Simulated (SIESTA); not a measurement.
**Sensitivity of a calculation on GeBr2 (P4_2/mnm, 6 atoms in the cell) to its settings**

```
CELL_PARAMETERS angstrom
      6.72251     0.00000     0.00000
      0.00000     6.72251     0.00000
      0.00000     0.00000     4.11543
ATOMIC_POSITIONS crystal
  Ge 0.00000 0.00000 0.00000
  Ge 0.50000 0.50000 0.50000
  Br 0.29761 0.29761 0.00000
  Br 0.70239 0.70239 0.00000
  Br 0.20239 0.79761 0.50000
  Br 0.79761 0.20239 0.50000
```

Base run A: GGA PBEsol, numerical atomic orbitals DZP, PseudoDojo PBEsol standard norm-conserving potentials (rewritten from UPF to PSML) (SIESTA 5.4.2), self-consistent single point.

Its settings: XC.functional = GGA; XC.authors = PBEsol; potentials = PseudoDojo PBEsol standard; PAO.BasisSize = DZP; PAO.EnergyShift = 0.01 Ry; MeshCutoff = 350 Ry; kgrid.MonkhorstPack = 3 3 5; OccupationFunction = FD; ElectronicTemperature = 10 K; MaxSCFIterations = 150; SCF.Mixer.Method = Pulay; SCF.Mixer.Weight = 0.1; SCF.Mixer.History = 6; SCF.DM.Tolerance = 1.0E-04.

The starting cell comes from a database of computed structures (which also holds hypothetical and non-ambient phases and stackings), without a prior relaxation at this level. Its lattice was rescaled by a random factor within 2.5 % of one. Values carry the incompleteness of an atom-centred basis. Another mesh or the band path of this cell gives a smaller gap, so this value is not converged in the mesh.

ΔF is the free energy per atom less that of run A. 

Runs:
- B: kgrid.MonkhorstPack: 3 3 5 → 5 5 8
- C: MeshCutoff: 350 Ry → 280 Ry
- D: kgrid.MonkhorstPack: 3 3 5 → 3 3 4
- E: 1 x 2 x 1 supercell, mesh divided and rounded up; kgrid.MonkhorstPack: 3 3 5 → 3 2 5
- F: SCF.DM.Tolerance: 1.0E-04 → default; SCF.DM.Converge: default → false; SCF.H.Converge: default → false; SCF.FreeE.Converge: default → true; SCF.FreeE.Tolerance: default → 1.0E-10 eV
- G: PAO.Polarization.NonPerturbative: default → true
- H: PAO.SplitNorm: default → 0.3
- I: MeshCutoff: 350 Ry → 150 Ry

```json
[
 {"run": "A", "ΔF (meV/atom)": "0.00", "pressure (GPa)": "-2.10", "largest force (eV/Å)": "0.064", "gap on the mesh (eV)": "1.608", "k-points": "23", "valence electrons": "56"},
 {"run": "B", "ΔF (meV/atom)": "-0.22", "pressure (GPa)": "-2.11", "largest force (eV/Å)": "0.064", "gap on the mesh (eV)": "1.496", "k-points": "103", "valence electrons": "56"},
 {"run": "C", "ΔF (meV/atom)": "-0.71", "pressure (GPa)": "-2.09", "largest force (eV/Å)": "0.064", "gap on the mesh (eV)": "1.608", "k-points": "23", "valence electrons": "56"},
 {"run": "D", "ΔF (meV/atom)": "1.02", "pressure (GPa)": "-2.09", "largest force (eV/Å)": "0.060", "gap on the mesh (eV)": "1.634", "k-points": "20", "valence electrons": "56"},
 {"run": "E", "ΔF (meV/atom)": "0.25", "pressure (GPa)": "-2.10", "largest force (eV/Å)": "0.064", "gap on the mesh (eV)": "1.428", "k-points": "17", "valence electrons": "112"},
 {"run": "F", "ΔF (meV/atom)": "0.00", "pressure (GPa)": "-2.10", "largest force (eV/Å)": "0.064", "gap on the mesh (eV)": "1.608", "k-points": "23", "valence electrons": "56"},
 {"run": "G", "ΔF (meV/atom)": "-25.1", "pressure (GPa)": "-2.07", "largest force (eV/Å)": "0.036", "gap on the mesh (eV)": "1.608", "k-points": "23", "valence electrons": "56"},
 {"run": "H", "ΔF (meV/atom)": "50.2", "pressure (GPa)": "-2.39", "largest force (eV/Å)": "0.088", "gap on the mesh (eV)": "1.582", "k-points": "23", "valence electrons": "56"},
 {"run": "I", "ΔF (meV/atom)": "-15.0", "pressure (GPa)": "-1.94", "largest force (eV/Å)": "0.063", "gap on the mesh (eV)": "1.606", "k-points": "23", "valence electrons": "56"}
]
```

Run D against A: The free energy rises by 1.0 meV/atom, the pressure hardly changes (-2.10 to -2.09 GPa), the largest force hardly changes (0.064 to 0.060 eV/Å) and the gap on the mesh goes from 1.608 to 1.634 eV.

Run H against A: The free energy rises by 50.2 meV/atom, the pressure goes from -2.10 to -2.39 GPa, the largest force goes from 0.064 to 0.088 eV/Å and the gap on the mesh goes from 1.608 to 1.582 eV.
